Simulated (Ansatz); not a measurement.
The parent structure is HfO2 (space group Pca2_1, No. 29; a = 5.294 Å, b = 5.069 Å, c = 5.101 Å).

Structures relaxed with PBE (Ansatz, a quantum-chemistry and plane-wave program), scalar-relativistic without spin-orbit coupling.

Base:

Simulated powder pattern, Cu Kα1, λ = 1.54056 Å (kinematic, ideal powder, no thermal factors, no anomalous dispersion; the 8 strongest lines at most, above 2 %, up to 2θ = 90°):

| 2θ (°) | I/Imax (%) | hkl |
|---|---|---|
| 30.02 | 100 | (111) |
| 33.84 | 13 | (200) |
| 35.15 | 14 | (002) |
| 49.59 | 14 | (202) |
| 49.77 | 13 | (220) |
| 50.74 | 15 | (022) |
| 59.93 | 16 | (113) |
| 60.24 | 15 | (131) |

Now apply this change: C takes the place of O on all its sites, then cell and atoms are relaxed.

**Question.** Predict the new powder pattern.

**Answer.** 
Simulated powder pattern, Cu Kα1, λ = 1.54056 Å (kinematic, ideal powder, no thermal factors, no anomalous dispersion; the 8 strongest lines at most, above 2 %, up to 2θ = 90°):

| 2θ (°) | d (Å) | I/Imax (%) | hkl |
|---|---|---|---|
| 30.11 | 2.966 | 100 | (111) |
| 32.03 | 2.792 | 20 | (002) |
| 35.29 | 2.541 | 27 | (021) |
| 52.28 | 1.748 | 15 | (130) |
| 52.70 | 1.736 | 15 | (202) |
| 54.93 | 1.670 | 15 | (221) |
| 55.90 | 1.643 | 18 | (113) |
| 62.64 | 1.482 | 14 | (132) |

The indices refer to each structure's own conventional cell; one index is shown for lines that coincide. The space group is now Cmcm (No. 63).

No phonon test of stability was made. As relaxed here, HfC2 is a hypothetical phase, not in the database extracts checked. All final runs are without spin polarisation. This is not the structure that HfO2 has at room temperature and ambient pressure.
